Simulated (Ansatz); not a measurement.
Base system: NaI in the CsCl type structure (space group Pm-3m, No. 221; a = 4.040 Å; a hypothetical phase, not in the database extracts checked). Axes: x, y, z lie along the cube axes.

Method: Ansatz (a quantum-chemistry and plane-wave program) r2SCAN, without spin-orbit coupling.

Before the change:

* **Band gap**: 3.06 eV

One thing is altered: uniaxial strain ε_yy = +1.49 %, all other strain components held at zero; the atoms relax in the strained cell.

Q: Estimate the effect on the band gap and hole mass.

A: The band gap falls by 0.063 eV to 2.99 eV; the hole mass comes out as 0.31 mₑ along x, 2.7 mₑ along y, 2.6 mₑ along z (at M).

Spin-orbit coupling, missing from the scalar runs, can matter with I. Effective masses come from finite differences of ±0.01 Å⁻¹. Whether these cells are dynamically stable was not tested.
